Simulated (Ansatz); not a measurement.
The starting structures come from a database of crystals and need not be the phases stable at ambient conditions.

 Where the default PAW files enter, the runs use the earlier of Ansatz's two default sets.

**Evanescent states of Li₂Se (Fm-3m, anti-fluorite, not sure to be the ambient phase, 3 atoms a cell, 17.6 Å³ an atom) along the normal of (111)**

Calculation: r2SCAN (plane waves, PAW; Ansatz, a program for electronic structure).

No gap correction and no spin-orbit coupling; mid-gap values are interpolated between computed energies.

Energies count from the valence-band top; κ is the least over a 12×12 mesh across the current.

```json
[
 {"E (eV)": "0.09", "κ (1/Å)": "0.074", "where": "Γ"},
 {"E (eV)": "0.26", "κ (1/Å)": "0.125", "where": "Γ"},
 {"E (eV)": "0.42", "κ (1/Å)": "0.157", "where": "Γ"},
 {"E (eV)": "0.59", "κ (1/Å)": "0.181", "where": "Γ"},
 {"E (eV)": "0.77", "κ (1/Å)": "0.200", "where": "Γ"},
 {"E (eV)": "0.94", "κ (1/Å)": "0.215", "where": "Γ"},
 {"E (eV)": "1.10", "κ (1/Å)": "0.227", "where": "Γ"},
 {"E (eV)": "1.27", "κ (1/Å)": "0.237", "where": "Γ"},
 {"E (eV)": "1.45", "κ (1/Å)": "0.244", "where": "Γ"},
 {"E (eV)": "1.61", "κ (1/Å)": "0.250", "where": "Γ"},
 {"E (eV)": "1.78", "κ (1/Å)": "0.254", "where": "Γ"},
 {"E (eV)": "1.96", "κ (1/Å)": "0.257", "where": "Γ"},
 {"E (eV)": "2.12", "κ (1/Å)": "0.258", "where": "Γ"},
 {"E (eV)": "2.29", "κ (1/Å)": "0.257", "where": "Γ"},
 {"E (eV)": "2.46", "κ (1/Å)": "0.255", "where": "Γ"},
 {"E (eV)": "2.63", "κ (1/Å)": "0.252", "where": "Γ"},
 {"E (eV)": "2.81", "κ (1/Å)": "0.237", "where": "off Γ"},
 {"E (eV)": "2.98", "κ (1/Å)": "0.208", "where": "off Γ"},
 {"E (eV)": "3.15", "κ (1/Å)": "0.170", "where": "off Γ"},
 {"E (eV)": "3.31", "κ (1/Å)": "0.119", "where": "off Γ"}
]
```

Task: How thick must the barrier be to attenuate the transmission by 10^4 when the electrodes' Fermi level lies at 1.27 eV, and what attenuation does that film give at 0.77 eV?

Result: d = 4 ln 10 / (2 × 0.237) = 19.4 Å. At 0.77 eV it gives 4 × 0.200/0.237 = 3.4 decades.
